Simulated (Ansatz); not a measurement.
Start from CaF2 in the fluorite structure (space group Fm-3m, No. 225; a = 5.511 Å).

Calculations: DFT with PBE, PAW potentials and a 420 eV plane-wave cutoff in Ansatz (an electronic-structure program), without spin-orbit coupling, earlier PAW set.

One change was made to it. Results:

```json
[
 {"quantity": "gap character", "base": "indirect, X → Γ", "after": "direct at X"},
 {"quantity": "volume per atom", "base": "13.95 Å³", "after": "8.81 Å³"},
 {"quantity": "band gap", "base": "7.14 eV", "after": "9.23 eV"}
]
```

What was done to the base?
A) pressure 7 GPa
B) pressure −1 GPa
C) pressure 100 GPa

C, pressure 100 GPa. For comparison, the band gap in the other runs: pressure 7 GPa gives 7.60 eV; pressure −1 GPa gives 7.06 eV.

Load acts through the strain it causes; cell and atoms are relaxed under it. No phonon test of stability was made. Competing high-pressure phases were not computed.
